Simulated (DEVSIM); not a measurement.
Device: abrupt Si n-p junction, at 300 K.

Layer 1 from the left is Si, thickness (μm) 4.00, Nd (cm⁻³) 1.1e16, τn (s) 1.5e-7, τp (s) 1.5e-7. Layer 2 from the left is Si, thickness (μm) 44.0, Na (cm⁻³) 2e16, τn (s) 1.5e-7, τp (s) 1.5e-7.

Left contact: ohmic. Right contact: ohmic. Voltage is applied to the left contact. Recombination: SRH at mid-gap, Auger. Mobility is μmin + (μ − μmin)/(1 + (N/Nref)^α).

This is a model device: material constants are rounded textbook-type values typed into the input, and sizes, dopings and lifetimes were drawn at random. Values at 300 K.

Si: gap (eV) 1.124, affinity (eV) 4.05, permittivity 11.7, Nc (cm⁻³) 2.86e19, Nv (cm⁻³) 3.1e19, μn (cm²/Vs) 1417, μp (cm²/Vs) 470, μn,min 52, μp,min 45, Nref,n 9.7e16, Nref,p 2.2e17, αn 0.68, αp 0.72, Cn (cm⁶/s) 2.8e-31, Cp (cm⁶/s) 9.9e-32.

Simulated with DEVSIM: 1D drift-diffusion, Boltzmann statistics, complete ionisation; no tunnelling, impact ionisation, image-force lowering or self-heating.

Dark forward current:

```tsv
|V| (V)	|J| (A/cm²)
0.05	2.710e-8
0.10	9.786e-8
0.15	3.021e-7
0.20	9.450e-7
0.25	3.261e-6
0.30	1.333e-5
0.35	6.617e-5
0.40	0.0003833
0.45	0.002434
0.50	0.01614
0.55	0.1082
0.60	0.6895
0.65	3.423
0.70	10.63
0.75	22.74
0.80	39.71
0.85	61.93
0.90	89.87
0.95	124.0
1.00	164.6
1.05	212.0
1.10	266.4
1.15	327.9
1.20	396.7
1.25	473.0
1.30	556.7
```

Q: Work out the local ideality factor n = ΔV / (kT/q · ln(J2/J1)) between the rows 0.15 and 0.20 V, 0.50 and 0.55 V, 1.25 and 1.30 V.

A: kT/q = 25.85 mV. From 0.15 to 0.20 V: ln(9.450e-7/3.021e-7) = 1.140, n = 1.70. From 0.50 to 0.55 V: ln(0.1082/0.01614) = 1.903, n = 1.02, near the 1 of diffusion or emission over a barrier. From 1.25 to 1.30 V: ln(556.7/473.0) = 0.163, n = 11.87.

Q: Estimate the current at 0.50 V from the Shockley equation with J0 = Σ q ni² D/(N L) coth(W/L), τ joining the SRH, radiative and Auger lifetimes that are on, and W taken as the whole layer.

A: ni² = 1.16e20 cm⁻⁶; holes in the n layer: μ = 426 cm²/Vs, D = 11.0 cm²/s, τ = 1.50e-7 s, L = 12.9 μm, W/L = 0.31, term 4.79e-11 A/cm²; electrons in the p layer: μ = 1070 cm²/Vs, D = 27.6 cm²/s, τ = 1.50e-7 s, L = 20.4 μm, W/L = 2.2, term 1.29e-11 A/cm². J0 = 6.09e-11 A/cm², and J = J0 exp(qV/kT) = 0.0153 A/cm². The simulation gives 0.0161 A/cm²; the estimate lies 5.2 % below. The estimate leaves out recombination in the depletion region and that region's share of W.
